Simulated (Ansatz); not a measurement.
An Ansatz (a quantum-chemistry and plane-wave program) input (PBEsol (Ansatz; PAW; 420 eV plane waves; no spin-orbit coupling)):

Ansatz 0.2 input:
```yaml
crystal:
  lattice:
    - [4.2419847129, 0, 0]
    - [0, 4.2419847129, 0]
    - [0, 0, 29.997680781]
  atoms:
    - { symbol: Cd, position: [0.25, -0.25, 0.2500193283] }
    - { symbol: Te, position: [0.75, 0.25, 0.2500193283] }
    - { symbol: Cd, position: [0.75, -0.75, 0.350011597] }
    - { symbol: Te, position: [1.25, -0.25, 0.350011597] }
    - { symbol: Cd, position: [1.25, -1.25, 0.4500038657] }
    - { symbol: Te, position: [1.75, -0.75, 0.4500038657] }
    - { symbol: Cd, position: [1.75, -1.75, 0.5499961343] }
    - { symbol: Te, position: [2.25, -1.25, 0.5499961343] }
    - { symbol: Cd, position: [2.25, -2.25, 0.649988403] }
    - { symbol: Te, position: [2.75, -1.75, 0.649988403] }
    - { symbol: Cd, position: [2.75, -2.75, 0.7499806717] }
    - { symbol: Te, position: [3.25, -2.25, 0.7499806717] }
basis: { ecutwfc: 420, ecutrho_ratio: 4, xc_grid: 2, fft_grid_basis: typed }
kpoints: { mp_grid: { grid: [11, 11, 1] } }
hamiltonian:
  xc: pbesol
  dispersion: none
  pseudopotentials: { kind: paw }
scf: { occupations: { method: fermi_dirac, width: 0.05 }, convergence: { dr2_threshold: 0.0000000012 } }
relax: { f_tol: 0.01, max_steps: 50 }
output: { forces: true, stress: true }
checkpoint: { write: state.ck, write_every: 1000 }
```

Question: Which symmetry and how many k-points will the program report, and about how many plane waves at Γ?

Answer: Space group P4/nmm (ITA 129) with 16 operations, k-points 21 of 121, and 10453 plane waves at Γ.

Stability against distortions was not tested. All final runs are without spin polarisation. The cell was made from CdTe in the rock salt structure (space group Fm-3m, No. 225) by this change: a free-standing slab of 6 layers (12 atoms, 2 a layer) is cut normal to the z axis, with 15 Å of vacuum and the in-plane cell held at bulk. This is not the structure that CdTe has at room temperature and ambient pressure.
